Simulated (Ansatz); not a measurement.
# Effect of pressure 9 GPa on VO2

Start from VO$_{2}$ in the rutile structure (space group P4_2/mnm, No. 136; a = 4.584 Å, c = 2.839 Å; ferromagnetic).

The change: cell and atoms relaxed at a pressure of 9 GPa.

Method: Ansatz (a program for electronic structure), PBE, PAW, cutoff 420 eV, spin-orbit coupling left out, earlier PAW set. Γ-centred 10×10×16 mesh, Fermi–Dirac width 0.05 eV.

```json
[
 {"quantity": "volume per atom", "base": "9.94 Å³", "changed": "9.59 Å³", "shift": "-0.35 Å³"},
 {"quantity": "density", "base": "4.62 g/cm³", "changed": "4.79 g/cm³", "shift": "+0.17 g/cm³"},
 {"quantity": "lattice parameter a", "base": "4.584 Å", "changed": "4.525 Å", "shift": "-0.059 Å"},
 {"quantity": "c/a ratio", "base": "0.619", "changed": "0.621", "shift": "+0.002"},
 {"quantity": "shortest interatomic distance", "base": "1.922 Å", "changed": "1.907 Å", "shift": "-0.0156 Å"},
 {"quantity": "enthalpy H = E + PV relative to the base's energy", "base": "–", "changed": "+0.55 eV/atom", "shift": "–"},
 {"quantity": "band gap", "base": "zero", "changed": "zero", "shift": "–"},
 {"quantity": "magnetic state", "base": "ferromagnetic", "changed": "ferromagnetic", "shift": "–"}
]
```

Final structure:

```
VO2
1.0
    4.52471     0.00000     0.00000
    0.00000     4.52471     0.00000
    0.00000     0.00000     2.81011
V O
2 4
Direct
  0.00000   0.00000   0.50000
  0.50000   0.50000   0.00000
  0.29854   0.29854   0.50000
  0.70146   0.70146   0.50000
  0.79854   0.20146   0.00000
  0.20146   0.79854   0.00000
```

Other magnetic orders, which the real material may have, were not ruled out. Load acts through the strain it causes; cell and atoms are relaxed under it. Whether these cells are dynamically stable was not tested. No other phases were tried under pressure. No Hubbard U is applied, and correlation can decide whether such a compound is a metal. The base started in Pnnm and relaxed to P4_2/mnm at this level.
